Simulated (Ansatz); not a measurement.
Band structure of InPd (Pm-3m, 2 atoms in the cell).

```xyz
2
Lattice="3.2221 0.0000 0.0000 0.0000 3.2221 0.0000 0.0000 0.0000 3.2221" Properties=species:S:1:pos:R:3 pbc="T T T"
In     0.0000     0.0000     0.0000
Pd     1.6111     1.6111     1.6111
```

Method of the run: PBEsol, default PAW files made with PBE (plane waves; Ansatz, a program for electronic structure).

Settings: kpoints.mp_grid.grid = 13 13 13; hamiltonian.xc = pbesol; hamiltonian.pseudopotentials = {kind: paw} (the program's default PAW files); scf.occupations.method = cold; scf.occupations.width = 0.1 eV; kpoints.band_path.npoints = 10.

The starting cell comes from a database of computed structures (which also holds hypothetical and non-ambient phases and stackings), without a prior relaxation at this level. Its lattice was rescaled by a random factor within 2.5 % of one. Spin polarisation is off.

Levels in eV from the Fermi level, bands 12 to 19:
```csv
point,12,13,14,15,16,17,18,19
Γ,-4.12,-2.46,-2.46,-2.46,4.17,4.17,4.17,9.87
X,-4.14,-3.54,-3.54,-2.55,-1.23,9.85,9.85,9.96
M,-2.89,-2.89,-2.62,-2.62,-1.84,1.60,2.51,9.66
R,-5.26,-1.80,-1.80,-0.01,3.74,3.74,3.74,4.50
```

Bands cross the Fermi level along this path, so the cell is metallic at this level.

Keys are those of Ansatz 0.2.
